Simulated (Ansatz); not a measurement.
The parent structure is W in the bcc (W type) structure (space group Im-3m, No. 229; a = 3.154 Å; relaxed with 0.1 eV smearing).

All numbers come from PBEsol in Ansatz (plane waves to 420 eV, PAW, no SOC).

For the base:

| Property | Value |
|---|---|
| Pressure | 0.0 GPa |
| Band gap | zero |

Modification: the cell is scaled by 1.0250 in all directions, atoms relaxed at fixed cell.

Q: What happens to the energy relative to the base?

A: The energy increases by 82 meV/atom.

Q: What happens to the pressure?

A: The pressure goes from zero to -20.5 GPa.

Q: What does the calculation give for the band gap after the change?

A: The band gap is still zero.

The cells carry an imposed strain or load. No phonon test of stability was made. The final runs are not spin-polarised.

Ansatz is a first-principles code.
